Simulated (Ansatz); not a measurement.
The reference is GaN in the zinc blende structure (space group F-43m, No. 216; a = 4.498 Å). Axes: x, y, z lie along the cube axes.

The values are results of Kohn–Sham DFT with the PBEsol functional, run in Ansatz (an electronic-structure program) with PAW and 420 eV plane waves, no spin-orbit coupling, earlier PAW set, not measurements.

Base values:

The smallest direct gap comes out as 1.70 eV and the band gap comes out as 1.70 eV. The shortest interatomic distance comes out as 3.681 bohr.

Modification: a free-standing slab of 6 layers (12 atoms, 2 a layer) is cut normal to [110], with 15 Å of vacuum and the in-plane cell held at bulk.

Question: What happens to the smallest direct gap, change of the spacing d12 from its bulk value of 1.590 Å, change of the spacing d23 from its bulk value of 1.590 Å, band gap and shortest interatomic distance?

Answer: The smallest direct gap shrinks by 0.047 eV to 1.66 eV; the change of the spacing d12 from its bulk value of 1.590 Å comes out as -7.6 %; the change of the spacing d23 from its bulk value of 1.590 Å is +2.3 %; the band gap drops by 0.11 eV (1.70 eV → 1.59 eV); the shortest interatomic distance drops by 0.1965 bohr, from 3.681 bohr to 3.484 bohr.

Stability against distortions was not tested. This is not the structure that GaN has at room temperature and ambient pressure.
